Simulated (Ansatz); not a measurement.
Data:

```
CELL_PARAMETERS angstrom
     -3.16490     3.21597     6.35720
      3.26703    -3.21597     6.40865
      3.16490     3.21597    -6.35720
ATOMIC_POSITIONS crystal
  In 0.50076 0.49919 0.99993
  In 0.25074 0.75081 0.50157
  Te 0.37358 0.36685 0.48925
  Te 0.63221 0.12500 0.00721
  Te 0.87240 0.88315 0.50673
  Te 0.11476 0.62500 0.98976
  Ag 0.00277 0.00001 0.00279
  Ag 0.75277 0.24999 0.50276
```

No spin polarisation.

The values are results of PBEsol/PAW in Ansatz (a program for electronic structure), scalar-relativistic without spin-orbit coupling, not measurements. k-mesh 7×7×7 (Γ-centred); smearing 0.05 eV (Fermi–Dirac).

What band gap does the calculation give?

0.06 eV.

Estimate the valence-band top at Γ (three highest levels, from the VBM).

0.00, -0.09, -0.10 eV.

With Te present, leaving out spin-orbit coupling can change the band edges. The cells carry an imposed strain or load. Whether these cells are dynamically stable was not tested. The cell was made from InAgTe$_{2}$ in the chalcopyrite structure (space group I-42d, No. 122) by this change: tensor shear ε_xz = +0.80 %. The zero or small gap of InAgTe2 can change with the level of theory.
